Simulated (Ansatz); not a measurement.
Model glasses of amorphous HfO2, 56 to 61 atoms (Hf18O36 before any change). Each row is one cell at a composition chosen by hand, melted whole on the CHGNet potential with the anions pushed apart under 1.9 Å, quenched within some picoseconds, far faster than a real film, and relaxed with PBE, scalar-relativistic without spin-orbit coupling (plane waves to 420 eV, PAW; Ansatz, a first-principles code). Each is the lower in DFT energy of 2 quenches. Cycles of charging and discharging were tried on some cells ahead of these points, and a cell that came back lower was taken. The column on the box says what of it was relaxed with the atoms; held means as the quench left it. Cells that kept moments or hold spare charge are left out.

Formal charges balance in every cell, with the guest at the charge named. Neighbours are the O atoms within a cut-off of 1.2 times the sum of covalent radii (1.1 times for Mo, Ta, Sc, Y, La); the radius is Shannon's ionic radius for that charge at the coordination found, taken on a straight line between listed coordinations where the table lacks it, averaged where a cell holds several guest atoms. The coordination is that of the cell taken. The cells ran without spin polarisation.

| guest | change of the cell | box | cut-off (Å) | O neighbours | ionic radius (Å) | mean guest-O distance (Å) |
|---|---|---|---|---|---|---|
| Ge4+ | +1 Ge, +2 O | shape | 2.23 | 4 | 0.39 | 1.77 |
| Mo6+ | +1 Mo, +3 O | volume and shape | 2.42 | 5 | 0.50 | 1.87 |
| Sn4+ | +2 O, +1 Sn | shape | 2.46 | 5 | 0.62 | 2.08 |
| Ta5+ | +5 O, +2 Ta | shape | 2.60 | 6, 6 | 0.64 | withheld |
| Sc3+ | +3 O, +2 Sc | shape | 2.60 | 6, 7 | 0.78 | 2.16 |
| Y3+ | +3 O, +2 Y | volume and shape | 2.82 | 7, 6 | 0.93 | 2.32 |
| Ca2+ | +1 Ca, +1 O | shape | 2.90 | 6 | 1.00 | 2.43 |
| La3+ | +2 La, +3 O | shape | 3.00 | 8, 6 | 1.10 | 2.55 |
| K1+ | +2 K, +1 O | shape | 3.23 | 7, 6 | 1.42 | 2.78 |

Fit a straight line of the last column on the one before it through the 8 full rows, and predict the withheld value for Ta5+.

Means: x = 0.842, y = 2.245. Slope = Σ(Δx Δy) / Σ(Δx²) = 0.8086 / 0.8078 = 1.001; intercept = 2.245 − (1.001) × 0.842 = 1.402 Å; r.m.s. residual 0.036 Å. Prediction: 1.402 + (1.001) × 0.64 = 2.04 Å. The run gave 2.03 Å, a miss of 0.01 Å, within the residual.

What would hard spheres give for this line?

A slope of 1 and an intercept at the radius of O2−, 1.35 Å for two neighbours to 1.40 Å for six in Shannon's table; the fit has 1.001 and 1.402 Å.
